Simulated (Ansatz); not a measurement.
SrO (Fm-3m): band-edge transport data

Data:

```yaml
crystal:
  lattice:
    - [0.00000, 2.56121, 2.56121]
    - [2.56121, 0.00000, 2.56121]
    - [2.56121, 2.56121, 0.00000]
  atoms:
    - { symbol: Sr, position: [0.00000, 0.00000, 0.00000] }
    - { symbol: O, position: [0.50000, 0.50000, 0.50000] }
```

Computed with PBE, rigid bands (plane waves, PAW, scalar-relativistic; Ansatz, a first-principles code). How the cell was made: cell and atoms relaxed with PBEsol.

```json
{
 "band_gap": "3.31 eV",
 "electron conductivity mass (300 K, dilute)": "0.52 mₑ",
 "hole conductivity mass (300 K, dilute)": "1.36 mₑ",
 "effective density of states N_c (300 K)": "3.3e19 cm⁻³",
 "effective density of states N_v (300 K)": "2.7e20 cm⁻³",
 "density_of_states_mass_electrons": "1.20 mₑ",
 "density_of_states_mass_holes": "4.8 mₑ",
 "Seebeck coefficient, n-type 1e19 cm⁻³, 300 K": "-321 μV/K",
 "best n-type power factor at 300 K for τ = 10 fs (best axis; densities from 1e16 to 1e21 cm⁻³ tried, whether or not they can be reached)": "10.7 μW/(cm·K²) at 1e20 cm⁻³",
 "Seebeck coefficient, p-type 1e19 cm⁻³, 300 K": "534 μV/K"
}
```

Rigid bands; masses and Seebeck coefficients take one relaxation time τ for all states and one kind of carrier; polarons and phonon drag are left out. Spin-orbit coupling is left out; where it splits the top of the valence band, N_v and the p-type Seebeck coefficient come out somewhat high without it. Geometry: cell and atoms relaxed with PBEsol.
